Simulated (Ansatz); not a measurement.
**TiSi2: response to strain and stress**

Start from TiSi$_{2}$ (space group Cmcm, No. 63; a = 3.515 Å, b = 13.348 Å, c = 3.557 Å). Axes: x, y, z lie along a, b, c of the conventional cell.

Strains are applied to the cell and any free atomic positions relax; under stress the whole cell relaxes.

Level of theory: plane-wave PAW DFT at the PBEsol level (Ansatz, a program for electronic structure, 420 eV), no SOC.

Candidates:
(a) uniaxial stress, 3 GPa tension along x
(b) uniaxial stress, 5 GPa compression along z
(c) uniaxial strain ε_yy = −0.35 %
(d) tensor shear ε_xy = +2.90 %

Notes on the quantities. energy relative to the base: free energy F.

Problem. Order them by energy relative to the base, highest first.

Solution. (d) tensor shear ε_xy = +2.90 % (+18 meV/atom), (b) uniaxial stress, 5 GPa compression along z (+3.9 meV/atom), (a) uniaxial stress, 3 GPa tension along x (+1.7 meV/atom), (c) uniaxial strain ε_yy = −0.35 % (+0.1 meV/atom)

Without a gap, meshes like the base's 14×14×13 leave anisotropic stresses uncertain by several tenths of a GPa, and small strain energies with them. Stability under load was not tested beyond the relaxation. All final runs are without spin polarisation.
